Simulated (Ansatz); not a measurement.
Formation energy of the localised charge states of C on the O site in alpha quartz (start: the O site; 243-site cell, Γ-point sampling) against the Fermi level, Si-rich (Δμ(O) = -4.16 eV, Δμ(C) = -0.41 eV, bounded by 6H silicon carbide; only phases computed here count, gases as isolated molecules at 0 K). Level of theory: PBE, PAW (plane waves to 420 eV; Ansatz, an electronic-structure program).

Charges with a result: 0, −1, −2. Others weren't obtained, and one of them could lie lower, also by skipping a charge.

Set-up: 243-site cell; Γ-point k-points; host gap 5.68 eV; charged states image-corrected; corrections reach 1.1 eV, so highly charged states may be off by several tenths; flagged in the runs: a host whose relaxation on this sampling wasn't shown to rest, a strain field that reaches the edge of the cell, zone-centre sampling.

```tsv
E_F − E_VBM (eV)	q = 0	q = −1	q = −2
0.00	4.22	7.92	13.32
0.71	4.22	7.21	11.90
1.42	4.22	6.50	10.48
2.13	4.22	5.79	9.06
2.84	4.22	5.08	7.64
3.55	4.22	4.37	6.21
4.26	4.22	3.66	4.79
4.97	4.22	2.95	3.37
5.68	4.22	2.24	1.95
```

Crossings of the lowest lines: (0/−1) at 3.70 eV; (−1/−2) at 5.40 eV.
